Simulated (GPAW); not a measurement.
Input and output of a self-consistent single point for Cu3Pd (P4mm, 4 atoms in the cell) (GPAW).

Computed with LDA (Perdew-Wang 92), GPAW PAW datasets LDA (gpaw-data 1.0.1) (plane waves; GPAW).

```xyz
4
Lattice="3.6829 0.0000 0.0000 0.0000 3.6829 0.0000 0.0000 0.0000 3.6829" Properties=species:S:1:pos:R:3 pbc="T T T"
Cu     0.0500     1.8415     1.8415
Cu     1.8415     0.0000     1.8415
Cu     1.8415     1.8415     0.0000
Pd     0.0000     0.0000     0.0000
```

Reference input (self-consistent single point, DFT LDA (Perdew-Wang 92), plane waves, GPAW PAW datasets LDA (gpaw-data 1.0.1)): mode = pw; ecut = 850 eV; xc = LDA; kpts = 4 4 4; mesh shift (steps) = 0 0 0; occupations.name = fermi-dirac; occupations.width = 0.1 eV; nbands = -10; convergence.forces = 0.001 eV/Å; symmetry.symmorphic = false; symmetry.tolerance = 0.0005; maxiter = 150. This run's input differs from it in these lines:

```diff
@@ -18,3 +18,3 @@
             occupations=FermiDirac(0.1),
-            nbands=-10,
+            nbands=24,
             convergence={'forces': 0.001},
```

Log, with long lists cut:

```
Input parameters:
  convergence: {forces: 0.001}
  kpts: {gamma: True,
         size: (4, 4, 4)}
  maxiter: 150
  mode: {ecut: 850.0,
         name: pw}
  nbands: 24
  occupations: {fixmagmom: False,
                name: fermi-dirac,
                width: 0.1}
  symmetry: {symmorphic: False,
             tolerance: 0.0005}

species:
  Cu:
    name: Copper
    Z: 29.0
    valence: 11
    core: 18
    charge: 0.0
    file: Cu.LDA.gz

    # Using partial waves for Cu as LCAO basis

  Pd:
    name: Palladium
    Z: 46.0
    valence: 16
    core: 30
    charge: 0.0
    file: Pd.LDA.gz

    # Using partial waves for Pd as LCAO basis

Reference energy: -271951.369240  # eV

Spin-paired calculation

Traceback (most recent call last):
   [... frames left out ...]
ValueError: Too few bands!  Electrons: 49.000000, bands: 24
```

The program stopped before any SCF iteration. 

The starting cell comes from a database of computed structures (which also holds hypothetical and non-ambient phases and stackings), without a prior relaxation at this level. Its lattice was rescaled by up to half a per cent. One atom was moved a little off its site on purpose.
